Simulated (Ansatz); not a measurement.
Structure of amorphous Al₆₀O₉₆H₁₂ (periodic cell):

```xyz
168
Lattice="12.1671 -0.1355 0.1785 -0.1355 12.3039 -0.1144 0.1785 -0.1144 12.2852" Properties=species:S:1:pos:R:3 pbc="T T T"
Al     9.6847     6.2219     8.6652
Al    10.1074     4.6489     2.0335
Al     7.8087     4.2261     8.0186
Al     1.8342     7.3534     9.3606
Al     6.2340    11.1842     9.2766
Al     8.9593     2.3211     0.6025
Al    12.0635     8.0112     1.5284
Al     2.4287     8.9831     6.9342
Al     4.9223     6.8368     8.7343
Al     1.2449    11.5696     8.0458
Al     7.3879     6.5374     2.8608
Al    11.9142    10.4815     6.0118
Al     8.9510     4.1869    10.9999
Al     5.0024     3.6252     8.7024
Al     7.8496    11.4353     0.6983
Al     4.9555    10.2321    12.0730
Al     6.8795     9.5386     4.3700
Al     2.1654    11.6780     5.2986
Al     1.9392     0.4057    11.0151
Al     1.8488    10.5342     0.9911
Al     1.4710     4.8914    10.5642
Al    11.8947    11.6143     3.5093
Al     8.0887     7.0697     5.9295
Al     6.4542     0.3191     5.2296
Al     1.0244     5.8085     7.1090
Al     7.6451     8.6785     8.8556
Al     2.7733     7.6864     0.0588
Al     8.5905     1.7093     6.1220
Al     7.0713     6.0798    10.6605
Al    11.1752     7.4606     6.2531
Al     0.2381    10.1983    10.6908
Al     4.2964    10.5578     2.8582
Al     3.2280     5.0469     5.0741
Al     7.1698     8.9955     1.6529
Al     8.3861     1.5370     9.4699
Al     5.1441     6.0085     1.2112
Al     9.9125     9.7180     0.9626
Al    11.4360     2.9334     6.2209
Al     5.2264     1.0297    10.7446
Al     0.8814     2.5808     0.5201
Al     4.8064     7.5533     5.6669
Al     5.2329    10.3064     6.9100
Al     4.6418     4.3709    11.1608
Al     0.4742     5.8578     3.7626
Al     9.3049    11.7945     4.5981
Al    11.4003     3.6393     8.7680
Al     9.3574     6.8724     0.5126
Al    11.1122     8.5525     8.8250
Al     9.6387     8.9574     3.9019
Al     3.8485     0.7349     8.1498
Al     2.8370     7.5923     3.0060
Al     1.4316     2.9855     3.4252
Al    10.6814     0.3949     7.8496
Al     6.1041     1.1454     1.5956
Al    10.8152     2.2540     3.5744
Al     4.1633     1.0292     3.5773
Al     3.8875     2.5868     1.1693
Al     5.4720     2.6875     6.2471
Al     5.7767     3.8286     3.5884
Al     9.4159    10.9783    10.1184
O      5.9383     9.7549     2.9127
O      7.8691    10.3011     9.6703
O      4.7030     5.2032     9.4437
O      6.3808     7.3630     1.5310
O      2.9325     3.8560    10.6067
O      1.0342     7.2143     2.7577
O      8.6322     2.6071     7.9730
O      3.4539     0.8028     9.9334
O     10.1701     4.1247     0.1756
O      0.5683    12.1260     4.8223
O     11.1723     6.8309     7.9387
O      7.7377     5.9175     4.5844
O      5.0338     6.5821     7.0468
O      7.2796     3.3881     4.4325
O     11.8411    11.5674     7.4374
O      1.5527     8.7518     0.7919
O      0.3165     3.5079     9.9355
O      2.1311     6.5507    11.1475
O      6.8655     1.4638     6.5561
O      5.3027     2.8484    10.3065
O     11.4342     9.5652     0.0944
O      5.0179     1.3982     0.2397
O      9.5543     2.9331     2.3835
O      2.9304     2.1452     2.8840
O      3.6581    10.7549     1.1273
O      0.4942     1.5151    11.4356
O      1.1394     5.7135     9.0139
O      7.6949     3.6531     0.3472
O      6.0198    10.8892     5.4255
O      4.6835     3.9684     4.9809
O      8.5123     5.7676     7.3239
O      8.0332     8.2593     3.2164
O     11.3359     9.0806     7.0018
O      0.5623     8.6433     9.6773
O      0.7636    11.3010     2.0765
O     10.1139     4.6693     9.4902
O      2.4426    10.1984     8.2848
O      8.2483     8.4847     7.1297
O      5.1444    11.3390    10.7115
O      1.7288    11.0455    11.6449
O     10.6317     0.4326     3.6137
O      1.9227     4.6779     3.7772
O      9.6376     0.2067     6.4357
O      2.5008     1.9692     0.1886
O      0.7675    11.8670     9.6589
O     11.1069     6.6897     0.7789
O      1.7191     7.5178     7.4473
O      5.7372     5.7272    11.7425
O      9.3464     7.8509     9.3301
O      1.5157    10.1039     5.9147
O      3.3147    11.7736     4.0117
O      6.4777    10.3051     0.4143
O      9.0284     2.3747    10.8778
O     10.8810    10.3914     4.5295
O      6.5788     7.3272     9.4972
O      8.0440     0.6083     4.5106
O      4.1804     8.6670    11.5560
O     11.3383     4.8058     3.2386
O      6.1040     9.6288     8.2579
O      7.5502     4.5914     9.7489
O      0.2450     6.5390     5.3965
O      4.2868     2.3660     7.6424
O      5.4101    -0.0038     2.7415
O      3.5670     6.8990     1.4647
O      8.4994    10.1713     4.7816
O      6.8425     0.6637     9.7687
O      2.5199     0.1754     7.0789
O     10.8550    10.0886     9.7476
O      6.2033     3.9220     7.3946
O      4.0617     9.1084     6.2786
O      9.9036     2.6956     5.3026
O      3.2366     9.2191     3.2945
O      8.6712     8.4899     0.5250
O      9.7681     7.6186     5.1827
O     11.3313     2.0424     7.8252
O      8.6568    10.5806     1.9982
O      9.6172     0.2012     9.2639
O      4.9877     1.3719     5.0725
O      7.7373     0.8897     1.0247
O      5.3571     2.5132     2.4745
O      4.9660    11.7941     7.8765
O     10.3499     1.1278     0.4550
O      2.3913     4.8921     6.5367
O      8.7866     5.8352     1.9292
O      6.0055     5.2547     2.6276
O      4.1619     4.2624     0.6748
O      3.5991     7.8935     9.3108
O      9.3939    11.1358    11.8724
O      6.4729     8.0585     5.2980
O     11.8354     4.3579     7.1985
O      0.7211     4.3757     0.0288
O     10.7194     8.8386     2.4489
O      8.6743     5.9714    11.4511
O      0.1927     2.6264     4.6270
O      3.6680     6.7331     4.4776
O      0.2486     2.5339     2.1449
H      7.9901     2.9968     3.8798
H      2.7935     9.9157     9.1467
H      8.3558     9.2937     6.5826
H      7.5828     4.3272     1.0412
H      0.3268     2.6102    10.4305
H      0.6113     5.0736     0.7023
H     10.0246     0.2070     0.1661
H     11.3779     1.1522    12.1312
H      7.7507     4.9233     4.6818
H      4.0248     8.3959    10.4882
H     11.2764     4.0424    12.1360
H      2.7942     2.9976    11.0769
```

Calculation: PBE, scalar-relativistic without spin-orbit coupling (plane waves to 420 eV, PAW; Ansatz, a program for electronic structure).

The cell was made by melting and quenching with the CHGNet potential and then relaxed with DFT. O atoms were pushed apart under 1.9 Å during the dynamics, to hinder bonds among them. The hot cell started wider than the set density and was brought back towards it in steps. It is the lowest in DFT energy of 4 quenches. It is a model cell: composition and starting density were chosen by hand, and all elements were melted together. No dispersion term was used. Its density started from a set value of 2.83 and ended at 2.86 g/cm³. Cooling (nominally 280 K/ps over its main leg) ran many orders faster than in experiment, which tends to leave more defects and strain. One small periodic cell is one sample of the glass; other quenches scatter about these values. Volume and shape were free in the relaxation.

Neighbours within Al-Al 2.66 Å, Al-O 2.32 Å, Al-H 1.82 Å, O-O 1.58 Å, O-H 1.22 Å, H-H 0.90 Å count as bonded. Two cations that share two anions don't count as bonded, nor two that share one unless they lie closer than Al-Al 2.59 Å.

Q: Give the coordination numbers, mean bond lengths and angles.

A: 
```json
{
 "Mean coordination of Al by anions": "4.52 (32 with 4, 25 with 5, 3 with 6)",
 "Mean coordination of O": "2.95 (9 with 2, 83 with 3, 4 with 4)",
 "Mean coordination of H": "1.00 (12 with 1)",
 "Mean Al-O bond": "1.847 Å (spread 0.096 Å, 271 counted)",
 "Mean O-H bond": "1.006 Å (spread 0.040 Å, 12 counted)",
 "Bond angle at Al": "mean 107.5°, spread 22.1°",
 "Bond angle at O": "mean 116.5°, spread 16.9°"
}
```

Q: List the pairs of like atoms that count as bonded by the rules above.

A: There are none by these rules.
